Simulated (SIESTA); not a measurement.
Input and output of a self-consistent single point for Ca₂AsI (R3m, 4 atoms in the cell) (SIESTA).

Computed with LDA PW92, numerical atomic orbitals DZP, PseudoDojo LDA standard norm-conserving potentials (rewritten from UPF to PSML) run with SIESTA.

The change in words: lattice scaled by 0.98. Reference geometry:
```
Ca2AsI
1.0
    2.20485     1.27297     7.47320
   -2.20485     1.27297     7.47320
    0.00000    -2.54594     7.47320
Ca As I
2 1 1
Direct
  0.23351   0.23351   0.23351
  0.76872   0.76872   0.76872
  0.50000   0.50000   0.50000
  0.00000   0.00000   0.00000
```

Reference input (self-consistent single point, DFT, LDA PW92, numerical atomic orbitals DZP, PseudoDojo LDA standard norm-conserving potentials (rewritten from UPF to PSML)): XC.functional = LDA; XC.authors = PW92; potentials = PseudoDojo LDA standard; PAO.BasisSize = DZP; PAO.EnergyShift = 0.01 Ry; MeshCutoff = 350 Ry; kgrid.MonkhorstPack = 7 7 7; OccupationFunction = FD; ElectronicTemperature = 10 K; MaxSCFIterations = 150; SCF.Mixer.Method = Pulay; SCF.Mixer.Weight = 0.1. This run's input differs from it in these lines:

```diff
@@ -11,7 +11,7 @@
 %endblock ChemicalSpeciesLabel
-LatticeConstant              7.894967 Ang
+LatticeConstant              7.737068 Ang
 %block LatticeVectors
-     0.279272225    0.161237786    0.946577737
-    -0.279272225    0.161237786    0.946577737
-     0.000000000   -0.322475699    0.946577737
+     0.279272200    0.161237823    0.946577696
+    -0.279272200    0.161237823    0.946577696
+     0.000000000   -0.322475646    0.946577696
 %endblock LatticeVectors
@@ -19,5 +19,5 @@
 %block AtomicCoordinatesAndAtomicSpecies
-     0.000000000   -0.000000030    0.663111782  1
-    -0.000000000   -0.000000097    2.182954036  1
-     0.000000000   -0.000000063    1.419866606  2
+    -0.000000000   -0.000000000    0.663111753  1
+     0.000000000    0.000000000    2.182953940  1
+     0.000000000    0.000000000    1.419866544  2
      0.000000000    0.000000000    0.000000000  3
```

Output (repeated stretches shortened):

```
        iscf     Eharris(eV)        E_KS(eV)     FreeEng(eV)     dDmax    Ef(eV) dHmax(eV)
   scf:    1    -5332.756152    -5341.137497    -5341.137497  1.322762 -4.331995  6.534603
   scf:    2    -5342.268182    -5341.723475    -5341.723475  0.042484 -4.545601  4.852080
   scf:    3    -5342.995455    -5342.640402    -5342.640402  0.245132 -3.519575  1.110822
   scf:    4    -5342.275964    -5342.516751    -5342.516751  0.098487 -3.760720  2.218754
   scf:    5    -5342.734576    -5342.666977    -5342.666977  0.112456 -3.139174  0.069700
   [... 3 lines left out ...]
   scf:    9    -5342.667305    -5342.667302    -5342.667302  0.000918 -3.130361  0.002286
   scf:   10    -5342.667302    -5342.667302    -5342.667302  0.000240 -3.131204  0.000612
   scf:   11    -5342.667302    -5342.667302    -5342.667302  0.000060 -3.131272  0.000074
   scf:   12    -5342.667302    -5342.667302    -5342.667302  0.000004 -3.131255  0.000106
SCF Convergence by DM+H criterion
max |DM_out - DM_in|         :     0.0000035054
max |H_out - H_in|      (eV) :     0.0001055699
SCF cycle converged after 12 iterations

Using DM_out to compute the final energy and forces

siesta: E_KS(eV) =            -5342.6673

siesta: E_KS - E_eggbox =     -5342.6673

siesta: Atomic forces (eV/Ang):
     1    0.000000   -0.000001    0.265662
     2    0.000000    0.000002   -0.470385
     3   -0.000000   -0.000000    0.149588
     4   -0.000000   -0.000000    0.054825
   Tot   -0.000000   -0.000000   -0.000310
   Max    0.470385
   Res    0.162589    sqrt( Sum f_i^2 / 3N )
   Max    0.470385    constrained

Stress tensor Voigt[x,y,z,yz,xz,xy] (kbar):      -47.93      -47.93      -35.38        0.00       -0.00       -0.00
(Free)E + p*V (eV/cell)    -5339.4331
   [... lines left out ...]
siesta: FreeEng =     -5342.667302
   [... lines left out ...]
siesta:    -0.029915   -0.000000   -0.000000
siesta:    -0.000000   -0.029915    0.000000
siesta:    -0.000000    0.000000   -0.022083

siesta: Cell volume =        118.448998 Ang**3

siesta: Pressure (static):
siesta:                Solid            Molecule  Units
siesta:           0.00029738          0.00044867  Ry/Bohr**3
siesta:           0.02730452          0.04119456  eV/Ang**3
siesta:          43.74666274         66.00096474  kBar
```

The run converged in 12 iterations. Against the reference run the free energy goes up by 30.5 meV/atom, the pressure goes from 1.07 to 4.37 GPa, the largest force goes from 0.150 to 0.470 eV/Å and the gap on the mesh goes from 0.916 to 1.192 eV.

The starting cell comes from a database of computed structures (which also holds hypothetical and non-ambient phases and stackings), without a prior relaxation at this level. Its lattice was rescaled by up to half a per cent. One atom was moved a little off its site on purpose. For this run, on top of that: lattice scaled by 0.98. Spin-orbit coupling is off. Values carry the incompleteness of an atom-centred basis. The basis of the alkali or alkaline-earth atoms may lack their empty d shell, which can raise the gap. With a pressure of about 4 GPa the cell is away from its equilibrium volume at this level.

Cost on one core of a shared machine: roughly 2 min.
